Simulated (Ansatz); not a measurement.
Consider LiNbO3 (space group R3c, No. 161; a = 5.137 Å, c = 13.885 Å (hexagonal axes)).

Method: DFT with r2SCAN, PAW potentials and a 500 eV plane-wave cutoff in Ansatz (a program for electronic structure), no SOC.

Before the change:

The c/a ratio is 2.703. The lattice parameter a is 5.137 Å.

Now apply this change: hydrostatic tension (pressure −2 GPa).

Problem. What does the calculation give for the c/a ratio after the change?

Solution. The c/a ratio shrinks by 0.005, from 2.703 to 2.698.

Problem. Estimate the effect on the lattice parameter a.

Solution. The lattice parameter a grows by 0.0344 Å to 5.172 Å.

Load acts through the strain it causes; cell and atoms are relaxed under it. No phonon test of stability was made.
